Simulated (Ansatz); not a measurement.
System: Zr3N4 (R-3m, No. 166, 7 atoms in the cell; start mp-754353; a measured phase of this formula has another space group). Method: PBEsol (plane waves, PAW; Ansatz, an electronic-structure program).

Numerical settings: plane-wave cutoff 520 eV, 12×12×12 k mesh, Fermi–Dirac smearing 0.01 eV, scalar-relativistic PAW data made under PBE.

Cell (relaxed at this level):

```cif
data_N12Zr9
_chemical_formula_sum 'Zr9 N12'
_space_group_name_H-M_alt 'R-3m :H'
_space_group_IT_number 166
_space_group_name_Hall '-R 3 2"'
_cell_length_a 3.41640
_cell_length_b 3.41640
_cell_length_c 25.00587
_cell_angle_alpha 90.000
_cell_angle_beta 90.000
_cell_angle_gamma 120.000
loop_
_atom_site_label
_atom_site_type_symbol
_atom_site_symmetry_multiplicity
_atom_site_Wyckoff_symbol
_atom_site_fract_x
_atom_site_fract_y
_atom_site_fract_z
_atom_site_occupancy
Zr1 Zr 6 c 0.00000 0.00000 0.22234 1
Zr2 Zr 3 a 0.00000 0.00000 0.00000 1
N1 N 6 c 0.00000 0.00000 0.37841 1
N2 N 6 c 0.00000 0.00000 0.13222 1
```
(The calculation used a cell of 7 atoms; values per cell refer to that cell.)

Q: What does this level give for the band gap and bulk modulus?

A: 
band gap: 0.99 eV (on the SCF k mesh)
bulk modulus: 211 GPa

Note: the relaxation could not lower the start's symmetry, so the cell can be a saddle point above a distorted one; the bulk modulus is −V dP/dV from two relaxed cells at ±2 % in volume.

Spin–orbit coupling is not included.

Static lattice: no zero-point or thermal effects.

It cost very roughly 2.3 core-minutes of CPU time.

A start named mp-… is a Materials Project structure, which need not be a measured phase.
